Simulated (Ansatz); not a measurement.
We consider Ti₂B₂Si (model structure, started from the Ti2InB2 type, P-6m2, No. 187, 5 atoms in the cell), described by LDA in Ansatz (PAW).

Run with plane-wave cutoff 520 eV, 24×24×8 k mesh (along the axes of the cell as run), Fermi–Dirac smearing 0.05 eV, no spin polarisation, scalar-relativistic PAW data made under PBE.

Cell (relaxed at this level):

```cif
data_B2SiTi2
_chemical_formula_sum 'Ti2 Si1 B2'
_space_group_name_H-M_alt 'P 1'
_space_group_IT_number 1
_cell_length_a 2.96465
_cell_length_b 2.96465
_cell_length_c 7.12375
_cell_angle_alpha 90.000
_cell_angle_beta 90.000
_cell_angle_gamma 120.000
loop_
_space_group_symop_operation_xyz
  'x, y, z'
loop_
_atom_site_label
_atom_site_type_symbol
_atom_site_fract_x
_atom_site_fract_y
_atom_site_fract_z
_atom_site_occupancy
Ti1 Ti 0.33333 0.66667 0.71778 1
Ti2 Ti 0.33333 0.66667 0.28222 1
Si1 Si 0.00000 0.00000 0.00000 1
B1 B 0.00000 0.00000 0.50000 1
B2 B 0.66667 0.33333 0.50000 1
```

Task: What does this level give for the bulk modulus B0?

Result: 
- bulk modulus B0 = 202 GPa

Note: the run has no spin polarisation, so it can have missed a magnetic state; the bulk modulus is −V dP/dV from two relaxed cells at ±2 % in volume; the relaxation could raise the start's symmetry but not lower it, so the cell can be a saddle point.

A model structure was made by putting elements into a prototype or built by hand; it is no filed structure, need not be a known phase, and can be a saddle point held by its symmetry.

Ansatz is an electronic-structure program.
